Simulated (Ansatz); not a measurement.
Reference: AlAs (F-43m), PBEsol, rigid bands (plane waves, PAW, scalar-relativistic; Ansatz, a quantum-chemistry and plane-wave program); geometry: cell and atoms relaxed with PBEsol.

```
AlAs
1.0
    0.00000     2.83731     2.83731
    2.83731     0.00000     2.83731
    2.83731     2.83731     0.00000
Al As
1 1
Direct
  0.00000   0.00000   0.00000
  0.75000   0.75000   0.75000
```

The band gap is 1.34 eV and the electron conductivity mass is 0.33 mₑ. The Seebeck coefficient, n-type 1e19 cm⁻³ comes out as -263 μV/K.

Question: Replace As by P on the same sites and relax. What happens?

Answer: AlP (F-43m): volume per atom 22.8 to 20.5 Å³; band gap rises (1.34 eV to 1.45 eV); electron conductivity mass stays about the same (0.33 mₑ to 0.33 mₑ); Seebeck coefficient, n-type 1e19 cm⁻³ stays about the same (-263 μV/K to -263 μV/K).

Moves up to 5 % count as about the same. Masses are for dilute carriers at 300 K, harmonic means over directions unless an axis is named. Seebeck coefficients are for the stated density at 300 K, with one relaxation time for all states and whether or not that doping can be reached. Spin-orbit coupling is left out.
